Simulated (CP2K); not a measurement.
Band structure of Ni₃Si (Pm-3m, 4 atoms in the cell).

```
CELL_PARAMETERS angstrom
      3.51807     0.00000     0.00000
      0.00000     3.51807     0.00000
      0.00000     0.00000     3.51807
ATOMIC_POSITIONS crystal
  Si 0.00000 0.00000 0.00000
  Ni 0.00000 0.50000 0.50000
  Ni 0.50000 0.00000 0.50000
  Ni 0.50000 0.50000 0.00000
```

Method: PBE, GPW, DZVP-MOLOPT-SR-GTH basis, GTH-PBE potentials (GTH_POTENTIALS) in CP2K.

Settings: CUTOFF = 600 Ry; REL_CUTOFF = 60 Ry; SMEAR/METHOD = FERMI_DIRAC; ELECTRONIC_TEMPERATURE = 580.23 K; KPOINTS/SCHEME = MONKHORST-PACK 9 9 9; XC_FUNCTIONAL = PBE; Si/BASIS_SET = DZVP-MOLOPT-SR-GTH; Si/POTENTIAL = GTH-PBE-q4; Ni/BASIS_SET = DZVP-MOLOPT-SR-GTH; Ni/POTENTIAL = GTH-PBE-q18; METHOD = GPW; EPS_DEFAULT = 1e-10; EXTRAPOLATION = USE_GUESS; NGRIDS = 5.

The starting cell has typed, rounded lattice constants, without a prior relaxation at this level. Its lattice was rescaled by a random factor within 2.5 % of one. Spin polarisation is off. Values carry the incompleteness of an atom-centred basis.

Levels in eV from the Fermi level, bands 26 to 31:
```csv
point,26,27,28,29,30,31
Γ,-0.62,-0.62,-0.30,0.03,0.03,0.03
X,-1.28,-1.15,-0.55,0.03,3.52,3.52
M,-1.42,-1.10,-1.03,-0.94,0.63,0.63
R,-1.24,-1.24,-0.45,-0.21,-0.21,-0.21
```

Bands cross the Fermi level along this path, so the cell is metallic at this level.

Higher empty bands are left out: an atom-centred basis made for the valence describes them poorly.
